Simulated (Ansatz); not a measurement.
For B (model structure, started from the bcc type, Im-3m, No. 229, 1 atom in the cell), PBE (plane waves, PAW; Ansatz, a quantum-chemistry and plane-wave program) gives:

| Quantity | Value |
|---|---|
| lattice constant a | 2.307 Å |
| cohesive energy | 4.53 eV/atom |

### Question
What does r²SCAN (PAW; Ansatz) give for the same quantities?

### Answer

- lattice constant a: 2.294 Å (drops by 0.6 %)
- cohesive energy: 4.36 eV/atom (falls by 0.17 eV/atom)

Changes are worked out from the printed values.

Unless a cell is named, each level is at its own relaxed cell (PBE 6.14, r²SCAN 6.04 Å³/atom).

Ansatz's density-functional and Hartree–Fock values are scalar-relativistic unless marked +SOC, with PAW data made under PBE.

A model structure was made by putting elements into a prototype or built by hand; it is no filed structure, need not be a known phase, and can be a saddle point held by its symmetry.
